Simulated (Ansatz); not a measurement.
The reference is CsPbCl3 in the cubic perovskite structure (space group Pm-3m, No. 221; a = 5.5209 Å).

All numbers come from LDA in Ansatz (plane waves to 420 eV, PAW, no spin-orbit coupling).

For the base:

* **Volume per atom**: 33.65 Å³
* **Valley order**: R along ⟨111⟩ 1.53 eV; Γ 2.75 eV
* **Electron mass**: 0.093, 0.75, 0.75 mₑ (at R)

Now apply this change: a hydrostatic pressure of 0.3 GPa.

How does this affect the volume per atom, valley order and electron mass?

The volume per atom falls by 0.33 Å³ (33.65 Å³ → 33.32 Å³); the valley order (the lowest conduction-band minima on the path, energy above the VBM, named in the base's zone) goes from R along ⟨111⟩ 1.53 eV; Γ 2.75 eV to R along ⟨111⟩ 1.48 eV; Γ 2.69 eV; the electron mass (degenerate bands, along [100]) goes from 0.093, 0.75, 0.75 mₑ (at R) to 0.091, 0.74, 0.74 mₑ (at R).

With Pb present, leaving out spin-orbit coupling can change the band edges. The levels and masses belong to the bands next to the band gap. Load acts through the strain it causes; cell and atoms are relaxed under it. Effective masses come from finite differences of ±0.01 Å⁻¹. No phonon test of stability was made. Many cubic perovskites are stable only at high temperature; tilts and polar distortions were not tested. This is not the structure that CsPbCl3 has at room temperature and ambient pressure.

Ansatz is a program for electronic structure.
